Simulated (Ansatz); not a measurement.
AlBO3, pressure series

Consider AlBO₃ (space group R-3c, No. 167; a = 4.475 Å, c = 13.738 Å (hexagonal axes)).

Cell and atoms are relaxed at each pressure.

Method: DFT with PBEsol, PAW potentials and a 420 eV plane-wave cutoff in Ansatz (a quantum-chemistry and plane-wave program), no SOC.

```tsv
P (GPa)	V (Å³/atom)
-2.00	8.020
-1.00	7.981
0.30	7.931
1.50	7.887
3.00	7.833
5.00	7.764
7.50	7.682
10.00	7.604
```

A third-order Birch–Murnaghan fit to these points gives V₀ = 7.94 Å³/atom, B₀ = 210 GPa and B₀′ = 4.2. At pressure 10 GPa the volume is 95.7 % of V₀.

Load acts through the strain it causes; cell and atoms are relaxed under it. Whether these cells are dynamically stable was not tested. Competing high-pressure phases were not computed.
